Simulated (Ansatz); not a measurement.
Consider La2O3 (space group P-3m1, No. 164).

```
CELL_PARAMETERS angstrom
      3.90611     0.00000     0.00000
     -1.95305     3.38279     0.00000
      0.00000     0.00000     6.03995
ATOMIC_POSITIONS crystal
  La 0.33333 0.66667 0.24536
  La 0.66667 0.33333 0.75464
  O  0.00000 0.00000 0.00000
  O  0.33333 0.66667 0.64601
  O  0.66667 0.33333 0.35399
```

Cartesian axes are those of the cell as printed.

Level of theory: PBEsol, PAW, 420 eV (Ansatz, a first-principles code; spin-orbit coupling left out).

Before the change:

```
Item       Result
--------  -------
Band gap  3.77 eV
```

Modification: tensor shear ε_yz = +1.21 % (engineering shear γ = 0.0242); the atoms relax in the strained cell.

Problem. How does this affect the stress, largest internal atomic displacement and band gap?

Solution. The stress (xx, yy, zz, yz, xz, xy; compression positive) is (-0.66, 0.76, 0.11, -1.59, 0.00, 0.00) GPa; the largest internal atomic displacement is 0.016 Å; the band gap drops by 0.02 eV (3.77 eV → 3.75 eV).

Stability against distortions was not tested.
